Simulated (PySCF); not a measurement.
PySCF 2.14.0, BP86/def2-svp, df: Nb(Me)3(SH)2 ([CH3][Nb]([CH3])([CH3])([SH])[SH]), 17 atoms. The geometry is a generated start, not checked to be a minimum at this level.

task: energy
method: bp86
basis: def2-svp
two-electron scheme: density fitting
mol.max_memory: 3000 MB
mf.max_cycle: 100
mf.conv_tol: 1e-09 (default)
mf.grids.level: 3 (default)
effective core potentials: those of the basis set, past Kr
basis functions: 164
grid points: 210440

```xyz
17

Nb    -0.5718    -0.0862     0.3518
C      0.5279    -1.0739    -1.3517
H      0.8763    -2.0670    -1.0448
H      1.4023    -0.5330    -1.7247
H     -0.1355    -1.2331    -2.2077
C      1.3424    -0.5278     1.4821
H      1.6765    -1.5590     1.3194
H      1.1696    -0.3994     2.5576
H      2.1679     0.1360     1.2016
C     -0.8331     1.4996    -1.2779
H     -1.5974     2.2200    -0.9668
H     -1.1661     1.0479    -2.2174
H      0.0898     2.0564    -1.4852
S     -2.3854    -1.6533     0.6922
H     -1.6834    -2.4770     1.4753
S     -0.8115     1.8454     1.8667
H     -0.0685     2.8043     1.3294
```

Charge 0 and multiplicity 1 are set for this test and not shown to be the ground state.

With the defaults (mf.DIIS = CDIIS, mf.diis_space = 8, mf.diis = true, mf.init_guess = minao, mf.damp = 0, mf.diis_start_cycle = 1, mf.level_shift = 0) it converges in 23 Fock builds. One run each on 2 threads, 1 BLAS thread, with these changes:
- mf.DIIS = EDIIS
- mf.diis_space = 20
- mf.diis_space = 3
- mf.diis = false, mf.damp = 0.7, mf.diis_start_cycle = 999
- mf.diis = false
- mf.diis_space = 5
- mf.init_guess = atom
- mf.level_shift = 0.3 Hartree
- mf.damp = 0.7, mf.diis_start_cycle = 8

Question: Name the settings that don't reach the solution of the defaults.

Answer: No convergence: mf.DIIS = EDIIS; mf.diis_space = 3; mf.diis = false (the run ends without SCF convergence in 100 cycles). The rest reach the solution of the defaults.

```csv
setting,Fock builds,end
mf.init_guess = atom,18,same solution
mf.diis_space = 20,21,same solution
"mf.damp = 0.7, mf.diis_start_cycle = 8",22,same solution
the defaults,23,same solution
mf.diis_space = 5,24,same solution
mf.level_shift = 0.3 Hartree,33,same solution
"mf.diis = false, mf.damp = 0.7, mf.diis_start_cycle = 999",59,same solution
mf.DIIS = EDIIS,101,no convergence
mf.diis_space = 3,101,no convergence
mf.diis = false,101,no convergence
```
